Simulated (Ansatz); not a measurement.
Consider BeS in the zinc blende structure (space group F-43m, No. 216; a = 4.796 Å). Axes: x, y, z lie along the cube axes.

All numbers come from LDA/PAW in Ansatz (a first-principles code), no SOC.

Strains are applied to the cell and any free atomic positions relax; under biaxial strain the out-of-plane vector relaxes too.

One change was made to it. Results:

```csv
quantity,base,after
energy relative to the base (free energy F),0 meV/atom,+10 meV/atom
electron mass,"0.80 mₑ along k, 0.28 mₑ across (at X)","0.76 mₑ along k, 0.28 mₑ across (at X)"
shortest interatomic distance,2.077 Å,2.057 Å
```

Which change produced these results?
A. biaxial strain −2.50 %, plane normal [001], relaxed out of plane
B. biaxial strain −1.00 %, plane normal [001], relaxed out of plane
C. biaxial strain +1.00 %, plane normal [001], relaxed out of plane

A, biaxial strain −2.50 %, plane normal [001], relaxed out of plane. For comparison, the energy relative to the base in the other runs: biaxial strain +1.00 %, plane normal [001], relaxed out of plane gives +1.5 meV/atom; biaxial strain −1.00 %, plane normal [001], relaxed out of plane gives +1.6 meV/atom.

The levels and masses belong to the bands next to the band gap. Effective masses come from finite differences of ±0.01 Å⁻¹. Along k means along the line from Γ to the band edge. Stability against distortions was not tested.
